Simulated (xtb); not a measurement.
xtb 6.7.1, GFN2-xTB: Zn(OMe)(k2OAc)(NH3)2 (C[O][Zn]1(<-[NH3])(<-[NH3])[O]C(C)=[O]->1), 21 atoms. The geometry is a generated start, not checked to be a minimum at this level.

```
Quantity                                                                                                       Result
------------------------  -------------------------------------------------------------------------------------------
method                                                                                                       GFN2-xTB
--acc                                                                                                     1 (default)
--etemp (K)                                                                                             300 (default)
detailed input (--input)  none: ANC optimiser, Lindh (1995) Hessian, microcycle=20, maxdispl=1.0, hlow=0.01 (default)
basis functions                                                                                                    48
valence electrons                                                                                                  54
```

```xyz
21

Zn     0.0629     0.2021    -0.4375
O     -0.5702     0.0967    -2.1207
C     -1.5032    -0.8404    -2.5602
H     -2.2213    -1.1367    -1.7864
H     -2.0676    -0.4046    -3.3986
H     -1.0078    -1.7531    -2.9271
C     -0.4714    -0.3211     3.3700
C     -0.1792    -0.1025     1.8991
O      0.8480     0.5061     1.5510
O     -0.9999    -0.5403     1.0550
H     -1.1587    -1.1521     3.4918
H      0.4543    -0.5002     3.9085
H     -0.9327     0.5819     3.7641
N      0.3746     2.3513    -0.6120
H      1.0537     2.7024     0.0531
H     -0.4887     2.8715    -0.5063
H      0.7129     2.4991    -1.5556
N      1.8195    -1.1056    -0.7482
H      1.6795    -2.0127    -0.3178
H      2.6718    -0.7050    -0.3735
H      1.9235    -1.2366    -1.7487
```

Charge 0 and multiplicity 1 are set for this test and not shown to be the ground state.

The structure is relaxed from this start with --opt LEVEL for the levels crude, sloppy, loose, lax, normal, tight, vtight, extreme, once each. Up to the end of the extreme run atoms move by at most 0.47 Å along an axis.

Problem. What is the loosest level that ends within 1 meV of the extreme run, and how many cycles does it take?

Solution. normal: 22 cycles against 68, ending 0.79 meV above.

| level | cycles | energy above the extreme run (meV) | gradient norm (eV/Å) |
|---|---|---|---|
| crude | 1 | 11 | 0.13 |
| sloppy | 1 | 11 | 0.13 |
| loose | 1 | 11 | 0.13 |
| lax | 13 | 2.4 | 0.12 |
| normal | 22 | 0.79 | 0.022 |
| tight | 31 | 0.37 | 0.015 |
| vtight | 66 | under 0.01 | 0.0042 |
| extreme | 68 | — | 0.0025 |
